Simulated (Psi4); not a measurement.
Psi4 1.11, PBE0/cc-pvdz: Si(NEtMe)(OMe)3 (CCN(C)[Si](OC)(OC)OC), 28 atoms. The geometry is a generated start, not checked to be a minimum at this level.

| Property | Value |
|---|---|
| task | energy |
| method | pbe0 |
| basis | cc-pvdz |
| scf_type | df (default) |
| guess | auto, which took SAD (default) |
| diis_max_vecs | 10 (default) |
| scf_initial_accelerator | adiis (default) |
| e_convergence | 1e-06 (default) |
| d_convergence | 1e-06 (default) |
| dft_radial_points | 75 (default) |
| dft_spherical_points | 302 (default) |
| basis functions | 243 |
| grid points | 584462 |

On 4 threads. Build: conda-forge: OpenMP (LLVM), MKL, Libint2. Each setting ran once; only counts and results are compared.

Values of memory tried: 8 GB, 4 GB, 2 GB, 1 GB, 0.5 GB, 0.3 GB.

Problem. Which of these memory settings still run, and by which path?

Solution. It runs down to 0.3 GB, the lowest tried, with the same result. At 8 GB: SCF: fitted integrals in core. From 0.5 GB down: SCF: fitted integrals on disk.

```
memory                           path  peak memory
------  -----------------------------  -----------
8 GB    SCF: fitted integrals in core      3.5 GiB
4 GB    SCF: fitted integrals in core      2.2 GiB
2 GB    SCF: fitted integrals in core      1.8 GiB
1 GB    SCF: fitted integrals in core      1.2 GiB
0.5 GB  SCF: fitted integrals on disk     0.83 GiB
0.3 GB  SCF: fitted integrals on disk     0.77 GiB
```

Peak memory is the kernel's count for the largest process, libraries included and scratch files not. The peak passes the setting at 1 GB, 0.5 GB, 0.3 GB: it is no hard cap.
